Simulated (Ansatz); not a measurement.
A computed series for Bi: response to strain

The parent structure is Bi (space group R-3m, No. 166; a = 4.520 Å, c = 12.048 Å (hexagonal axes); layered; relaxed with 0.1 eV smearing). Axes: x lies along a and z along c of the hexagonal cell.

Strains are applied to the cell and any free atomic positions relax.

Computed with r2SCAN+rVV10, PAW, 500 eV (Ansatz, an electronic-structure program; no spin-orbit coupling), earlier PAW set.

Candidates:
(a) uniaxial strain ε_xx = −3.93 %
(b) uniaxial strain ε_yy = −1.05 %
(c) isotropic strain +5.10 %

Notes on the quantities. energy relative to the base: free energy F.

Task: Order them by energy relative to the base, lowest first.

Result: (b) uniaxial strain ε_yy = −1.05 % (+0.9 meV/atom), (a) uniaxial strain ε_xx = −3.93 % (+14 meV/atom), (c) isotropic strain +5.10 % (+80 meV/atom)

Whether these cells are dynamically stable was not tested.
